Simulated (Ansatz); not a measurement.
Consider TiO₂ in the rutile structure (space group P4_2/mnm, No. 136; a = 4.591 Å, c = 2.939 Å).

Perturbation: cell and atoms relaxed at a pressure of 0.3 GPa.

Levels (all Ansatz, a quantum-chemistry and plane-wave program, PAW): PBEsol (420 eV, no spin-orbit coupling); r2SCAN (500 eV, spin-orbit coupling left out).

The geometry is relaxed with PBEsol.

* **PBEsol band gap**: 1.87 eV
* **PBEsol gap character**: direct at Γ
* **PBEsol pressure**: 0.29 GPa

Task: How does going to r2SCAN change the band gap, gap character and pressure?

Result: The band gap grows by 0.37 eV to 2.24 eV; the gap character remains direct at Γ; the pressure goes up by 2.02 GPa, from 0.29 GPa to 2.31 GPa.

Single points use the geometry relaxed with PBEsol. Their cutoffs differ, which shifts pressures a little. Load acts through the strain it causes; cell and atoms are relaxed under it. Whether these cells are dynamically stable was not tested. The final runs are not spin-polarised.
